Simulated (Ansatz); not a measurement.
The starting structures come from a database of crystals and need not be the phases stable at ambient conditions.

By PBEsol, the system below comes out a metal.

A figure of merit of an interconnect metal is its ballistic conductance per area.

Input:

```xyz
6
Lattice="5.3131 0.0000 0.0000 0.0000 5.3131 0.0000 0.0000 0.0000 3.2421" Properties=species:S:1:pos:R:3 pbc="T T T"
Hf     3.7429     3.7429     0.0000
Hf     1.5702     1.5702     0.0000
Hf     4.2268     1.0863     1.6211
Hf     1.0863     4.2268     1.6211
N      0.0000     0.0000     0.0000
N      2.6566     2.6566     1.6211
```

Space group of this cell: P4_2/mnm, anti-rutile. The cell is taken as given; by PBEsol its mean pressure is -2.3 GPa.

The current flows along the normal of the first two printed cell vectors, the (001) plane of the conventional cell. No spin-orbit coupling; the value is a mean over 0.1 eV about the Fermi level.

Problem. Estimate the ballistic conductance per area that Ansatz (a program for electronic structure) with PBEsol returns for this system.

Solution. 0.74 × 10¹⁵ S/m² for both spins.
